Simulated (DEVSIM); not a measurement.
**Si n-i-p diode**

Device: Si n-i-p diode, at 300 K.

| layer (left to right) | material | thickness (μm) | Nd (cm⁻³) | Na (cm⁻³) | τn (s) | τp (s) |
|---|---|---|---|---|---|---|
| 1 | Si | 0.330 | 5.9e17 | - | 7.6e-5 | 7.6e-5 |
| 2 | Si | 42.0 | - | 3.1e12 | 7.6e-5 | 7.6e-5 |
| 3 | Si | 3.70 | - | 3.4e18 | 7.6e-5 | 7.6e-5 |

Left contact: ohmic. Right contact: ohmic. Voltage is applied to the left contact. Recombination: SRH at mid-gap. Mobility is μmin + (μ − μmin)/(1 + (N/Nref)^α).

Constants are typed, rounded textbook-type inputs, not results; the design itself was drawn at random and stands for no fabricated device. Values at 300 K.

```csv
parameter,Si
gap (eV),1.124
affinity (eV),4.05
permittivity,11.7
Nc (cm⁻³),2.86e19
Nv (cm⁻³),3.1e19
μn (cm²/Vs),1417
μp (cm²/Vs),470
"μn,min",52
"μp,min",45
"Nref,n",9.7e16
"Nref,p",2.2e17
αn,0.68
αp,0.72
```

Simulated with DEVSIM: 1D drift-diffusion, Boltzmann statistics, complete ionisation; no tunnelling, impact ionisation, image-force lowering or self-heating.

```
Property                                        Result
---------------------------------------------  -------
Potential step across the device at zero bias  0.967 V
Dark forward voltage at 1 A/cm²                0.684 V
Dark forward voltage at 100 A/cm²              0.850 V
```

Dark forward current:

```
V (V)  J (A/cm²)
-----  ---------
-0.05    -7.3e-9
-0.10    -3.4e-8
-0.15    -1.6e-7
-0.20    -7.8e-7
-0.25    -3.7e-6
-0.30    -1.4e-5
-0.35    -4.2e-5
-0.40   -0.00013
-0.45   -0.00045
-0.50    -0.0019
-0.55    -0.0098
-0.60     -0.056
-0.65      -0.32
-0.70       -1.7
-0.75       -7.6
-0.80        -29
-0.85       -100
-0.90       -320
-0.95       -900
-1.00      -2200
```
